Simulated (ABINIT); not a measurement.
**Input and output of a self-consistent single point for Ba (Im-3m, 1 atom in the cell) (ABINIT)**

Method: PBE, PAW (JTH v2.0 PBE PAW) (plane waves; ABINIT).

The input file:

```
# Ba, JTH v2.0 PBE PAW
pp_dirpath "./"
pseudos "Ba.GGA_PBE-JTH.xml"
acell 3*1.0 Angstrom
rprim
        -2.4974500000    2.4974500000    2.4974500000
         2.4974500000   -2.4974500000    2.4974500000
         2.4974500000    2.4974500000   -2.4974500000
natom 1
ntypat 1
znucl 56
typat 1
xred    0.0000000000    0.0000000000    0.0000000000
ecut 544 eV
pawecutdg 1088 eV
pawxcdev 0
ixc 11
occopt 7
tsmear 0.1 eV
nband 10
kptopt 1
ngkpt 6 6 6
nshiftk 1
shiftk 0 0 0
nstep 100
tolvrs 1.0e-10
prtwf 0
prtden 0
enunit 2
```

Output (repeated stretches shortened):

```
 Symmetries : space group Im -3 m (#229); Bravais cI (body-center cubic)

 -outvars: echo values of preprocessed input variables --------
            acell      1.8897261329E+00  1.8897261329E+00  1.8897261329E+00 Bohr
             ecut      1.99916330E+01 Hartree
           enunit           2
              ixc          11
         kptrlatt        6    0    0      0    6    0      0    0    6
          kptrlen      4.90464467E+01
            natom           1
            nband          10
            ngfft          36      36      36
          ngfftdg          48      48      48
             nkpt          16
            nstep         100
             nsym          48
           ntypat           1
           occopt           7
        pawecutdg      3.99832660E+01 Hartree
         pawxcdev           0
            rprim     -2.4974500000E+00  2.4974500000E+00  2.4974500000E+00
                       2.4974500000E+00 -2.4974500000E+00  2.4974500000E+00
                       2.4974500000E+00  2.4974500000E+00 -2.4974500000E+00
          spgroup         229
           tolvrs      1.00000000E-10
           tsmear      3.67493254E-03 Hartree
            typat      1
           useylm           1
            znucl       56.00000

== DATASET  1 ==================================================================

 Exchange-correlation functional for the present dataset will be:
  GGA: Perdew-Burke-Ernzerhof functional - ixc=11
 Citation for XC functional:
  J.P.Perdew, K.Burke, M.Ernzerhof, PRL 77, 3865 (1996)

 Real(R)+Recip(G) space primitive vectors, cartesian coordinates (Bohr,Bohr^-1):
 R(1)= -4.7194965  4.7194965  4.7194965  G(1)=  0.0000000  0.1059435  0.1059435
 R(2)=  4.7194965 -4.7194965  4.7194965  G(2)=  0.1059435  0.0000000  0.1059435
 R(3)=  4.7194965  4.7194965 -4.7194965  G(3)=  0.1059435  0.1059435  0.0000000
 Unit cell volume ucvol=  4.2048161E+02 bohr^3
 Angles (23,13,12)=  1.09471221E+02  1.09471221E+02  1.09471221E+02 degrees

 Coarse grid specifications (used for wave-functions):

 getcut: wavevector=  0.0000  0.0000  0.0000  ngfft=  36  36  36
         ecut(hartree)=     19.992   => boxcut(ratio)=   2.18805

 Fine grid specifications (used for densities):

 getcut: wavevector=  0.0000  0.0000  0.0000  ngfft=  48  48  48
         ecut(hartree)=     39.983   => boxcut(ratio)=   2.06291

   6.16863851E+02                                ecore*ucvol(ha*bohr**3)

_setup2: Arith. and geom. avg. npw (full set) are    1795.931    1795.904

--- !BeginCycle
solver: {iscf: 17, nstep: 100, nline: 4, wfoptalg: 10, }
tolerances: {tolvrs: 1.00E-10, }
...

     iter   Etot(hartree)      deltaE(h)  residm     nres2
 ETOT  1  -25.813859879494    -2.581E+01 2.849E-02 2.154E-01
 ETOT  2  -25.828988032984    -1.513E-02 1.082E-02 1.591E-02
 ETOT  3  -25.828934193205     5.384E-05 4.100E-04 3.004E-03
 ETOT  4  -25.828951380382    -1.719E-05 5.915E-05 6.319E-04
 ETOT  5  -25.828957472993    -6.093E-06 3.486E-05 1.424E-05
 ETOT  6  -25.828957542964    -6.997E-08 4.059E-06 1.308E-06
 ETOT  7  -25.828957544633    -1.668E-09 2.355E-06 1.407E-07
 ETOT  8  -25.828957545049    -4.166E-10 2.818E-07 3.174E-09
 ETOT  9  -25.828957545024     2.521E-11 1.614E-07 6.878E-10
 ETOT 10  -25.828957545030    -5.478E-12 1.968E-08 1.157E-11

 At SCF step   10       nres2   =  1.16E-11 < tolvrs=  1.00E-10 =>converged.

 Cartesian components of stress tensor (hartree/bohr^3)
  sigma(1 1)= -1.07425348E-05  sigma(3 2)=  0.00000000E+00
  sigma(2 2)= -1.07425348E-05  sigma(3 1)=  0.00000000E+00
  sigma(3 3)= -1.07425348E-05  sigma(2 1)=  0.00000000E+00

 ----iterations are completed or convergence reached----

 reduced coordinates (array xred) for    1 atoms
       0.000000000000      0.000000000000      0.000000000000
 cartesian forces (eV/Angstrom) at end:
    1     -0.00000000000000    -0.00000000000000    -0.00000000000000
 frms,max,avg= 0.0000000E+00 0.0000000E+00   0.000E+00  0.000E+00  0.000E+00 e/A
 length scales=  1.889726132886  1.889726132886  1.889726132886 bohr
              =  1.000000000000  1.000000000000  1.000000000000 angstroms
 Fermi (or HOMO) energy (hartree) =   0.07439   Average Vxc (hartree)=  -0.28265
 Eigenvalues (hartree) for nkpt=  16  k points:
 kpt#   1, nband= 10, wtk=  0.00463, kpt=  0.0000  0.0000  0.0000 (reduced coord)
  -0.98777   -0.43440   -0.43440   -0.43440   -0.02787    0.14115    0.14115    0.14115
   0.19304    0.19304
      occupation numbers for kpt#   1
   2.00000    2.00000    2.00000    2.00000    2.00000    0.00000    0.00000    0.00000
   0.00000    0.00000
 prteigrs : prtvol=0 or 1, do not print more k-points.

 Fermi (or HOMO) energy (eV) =   2.02417   Average Vxc (eV)=  -7.69121
 Eigenvalues (   eV  ) for nkpt=  16  k points:
 kpt#   1, nband= 10, wtk=  0.00463, kpt=  0.0000  0.0000  0.0000 (reduced coord)
 -26.87862  -11.82057  -11.82057  -11.82057   -0.75828    3.84078    3.84078    3.84078
   5.25295    5.25295
 prteigrs : prtvol=0 or 1, do not print more k-points.

--- !EnergyTerms
comment             : Components of total free energy in Hartree
kinetic             :  8.98001178347576E+00
hartree             :  4.23141278567301E+00
xc                  : -9.53209665926502E+00
Ewald energy        : -1.92776571925201E+01
psp_core            :  1.46704121870064E+00
local_psp           : -1.25202863223733E+01
spherical_terms     :  8.22934750131306E-01
internal            : -2.58286396361777E+01
'-kT*entropy'       : -3.19773273635713E-04
total_energy        : -2.58289594094513E+01
total_energy_eV     : -7.02841729194939E+02
...

-Cartesian components of stress tensor (GPa)         [Pressure=  3.1606E-01 GPa]
- sigma(1 1)= -3.16056233E-01  sigma(3 2)=  0.00000000E+00
- sigma(2 2)= -3.16056233E-01  sigma(3 1)=  0.00000000E+00
- sigma(3 3)= -3.16056233E-01  sigma(2 1)=  0.00000000E+00

 Calculation completed.
```

The run converged in 10 iterations.

The starting cell has typed, rounded lattice constants, without a prior relaxation at this level. Its lattice was rescaled by up to half a per cent.
